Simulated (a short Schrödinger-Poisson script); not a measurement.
From a short Schrödinger-Poisson script (our own, NumPy): one-band effective-mass equation with BenDaniel-Duke matching, electrons, heavy and light holes apart, hard walls at the outer ends, one valence edge for both holes (no strain splitting), no charge, excitons, band mixing or non-parabolicity; under a field the levels are quasi-bound states of a box, listed while three quarters of their weight lies within 4 nm of the wells.

Structure: coupled double GaAs/Al0.1Ga0.9As quantum well.

From the first side: 20 nm Al0.1Ga0.9As; 20 nm GaAs; 1 nm Al0.1Ga0.9As; 12 nm GaAs; 20 nm Al0.1Ga0.9As.

Constants are typed, rounded textbook-type inputs, not results; the design itself was drawn at random and stands for no fabricated device. GaAs: direct gap (eV) 1.424, conduction-band edge (eV) 0, electron mass (mₑ) 0.067, heavy-hole mass 0.377, light-hole mass 0.09. Al0.1Ga0.9As: direct gap (eV) 1.549, conduction-band edge (eV) 0.079, electron mass (mₑ) 0.0753, heavy-hole mass 0.387, light-hole mass 0.099.

The valence-band edge of each layer lies one gap below its conduction-band edge. The electron's potential energy rises along the stack by the applied field. Mesh 0.03 nm at interfaces.

Problem. Give the squared e1-hh1 overlap at zero applied field; the hh1 − lh1 (meV); the e1-hh1 transition at zero applied field (eV).

Solution. squared e1-hh1 overlap at zero applied field: 0.94; hh1 − lh1 (meV): 2.6; e1-hh1 transition at zero applied field (eV): 1.432. Excitons are left out, and strain enters only through the typed gaps and offsets, so measured lines lie elsewhere.
